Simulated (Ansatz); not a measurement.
Base system: Ta$_{2}$C (space group P-3m1, No. 164; a = 3.095 Å, c = 4.922 Å; relaxed with 0.1 eV smearing). Axes: x lies along a and z along c of the hexagonal cell.

Level of theory: Ansatz (a quantum-chemistry and plane-wave program) PBEsol, no SOC.

For the base:

```
Quantity    Value
--------  -------
Band gap     zero
Pressure  0.0 GPa
```

One thing is altered: the symmetric strain tensor [-0.0035 -0.0112 -0.0163; -0.0112 0.0092 0.0069; -0.0163 0.0069 -0.0118], atoms relaxed at fixed cell.

Task: Estimate the effect on the band gap.

Result: The band gap remains zero.

Task: Estimate the effect on the energy relative to the base.

Result: The energy grows by 13 meV/atom.

Task: What happens to the pressure?

Result: The pressure (mean of the normal stresses, compression positive) goes from zero to 2.0 GPa.

No phonon test of stability was made. The final runs are not spin-polarised.
